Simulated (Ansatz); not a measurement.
We consider Hg2O (model structure, Pn-3m, No. 224, 6 atoms in the cell), described by PBE (Ansatz, an electronic-structure program, plane waves, PAW).

The input as run:

Ansatz 0.2 input:
```yaml
crystal:
  lattice:
    - [5.2349295405, 0.0, 0.0]
    - [0.0, 5.2349295405, 0.0]
    - [0.0, 0.0, 5.2349295405]
  atoms:
    - { symbol: O, position: [0.0, 0.0, 0.0] }
    - { symbol: O, position: [0.5, 0.5, 0.5] }
    - { symbol: Hg, position: [0.25, 0.25, 0.25] }
    - { symbol: Hg, position: [0.75, 0.75, 0.25] }
    - { symbol: Hg, position: [0.75, 0.25, 0.75] }
    - { symbol: Hg, position: [0.25, 0.75, 0.75] }
basis:
  ecutwfc: 520
  ecutrho_ratio: 4
  xc_grid: 2
kpoints:
  mp_grid: { grid: [12, 12, 12] }
hamiltonian:
  xc: pbe
  dispersion: none
  pseudopotentials: { kind: paw }
scf:
  occupations: { method: fermi_dirac, width: 0.05 }
output:
  forces: true
  stress: true
  eigenvalues: true
relax:
  f_tol: 0.004
  escape_saddle: false
  max_steps: 80
```

The run printed, among other lines:

```
WARN output.stress: scf.convergence.dr2_threshold = 1e-7 eV (the SCF's general default) is looser than the 6e-10 eV advised for a printed stress (1e-10 eV for …
Relaxation: its limit of steps is 80 (relax.max_steps)
Crystal: 6 atoms, lattice volume = 143.461 Å³
Basis set: ecut = 520 eV, 3887 PW (Γ), exchange–correlation on 80×80×80 points (8 copies of the dense FFT grid, shifted against one another)
Bands: 56, of which v1, the nominal top of the filled ones, is band 46 counted from 1 (45 counted from 0)
Symmetry: 48 space group operations
Space group: Pn-3m (ITA 224), of the structure as read, at distance tolerance 5.2e-5 Å
k-points: 84 of 1728
Functional: x = pbe(κ = 0.804, μ = 0.2195149727645171), c = pbe(β = 0.06672455060314922)
SCF iter   1: F=—  HF=-56383.279138 eV  |F-HF|=—  |Δ(HF+E_count)|=         —  Δρ=6.01e-3  dr2=3.95e-2
SCF iter   2: F=—  HF=-56383.283101 eV  |F-HF|=—  |Δ(HF+E_count)|=   3.96e-3  Δρ=3.70e-3  dr2=1.95e-2
  ...
SCF iter   5: F=—  HF=-56383.278376 eV  |F-HF|=—  |Δ(HF+E_count)|=   6.27e-5  Δρ=3.70e-5  dr2=1.31e-6
SCF iter   6: F=-56383.278377 eV  HF=-56383.278377 eV  |F-HF|=1.07e-7  |Δ(HF+E_count)|=   1.11e-6  Δρ=7.60e-6  dr2=7.50e-8
SCF 1 converged in 6 iterations: F = -56383.278377 eV  dr2 = 7.50e-8
relax step   1: F+E_penalty+E_count = -56383.27837697 eV  Δ(F+E_penalty+E_count) = +0.000e0 eV  max|allowed force component| = 2.698e-18 eV/Å  Δτ_max = 0.0000 Å  (6 SCF iters, accepted)
SCF converged after 6 iterations
Free energy (F): -56383.278377 eV
Internal energy: -56383.265954 eV  (E = F + TS)
E sigma→0 (E₀):  -56383.272165 eV
Fermi energy:    10.132836 eV
--- Forces (eV/Å), atoms counted from 1 ---
  atom   1  O      0.00000000    -0.00000000    -0.00000000
  atom   2  O      0.00000000     0.00000000    -0.00000000
  atom   3  Hg     0.00000000    -0.00000000    -0.00000000
  atom   4  Hg     0.00000000    -0.00000000    -0.00000000
  atom   5  Hg     0.00000000    -0.00000000    -0.00000000
  atom   6  Hg     0.00000000    -0.00000000    -0.00000000
--- Stress (GPa, compression-positive) ---
        0.785959       0.000000       0.000000
       -0.000000       0.785959       0.000000
        0.000000      -0.000000       0.785959
  P = ⅓ Tr σ = 0.7860 GPa (7.860 kbar)
```

The cell is one volume of an energy–volume scan, off the minimum.

Note: the relaxation could raise the start's symmetry but not lower it, so the cell can be a saddle point.

Computing time: very roughly 20 core-seconds.

A model structure was made by putting elements into a prototype or built by hand; it is no filed structure, need not be a known phase, and can be a saddle point held by its symmetry.
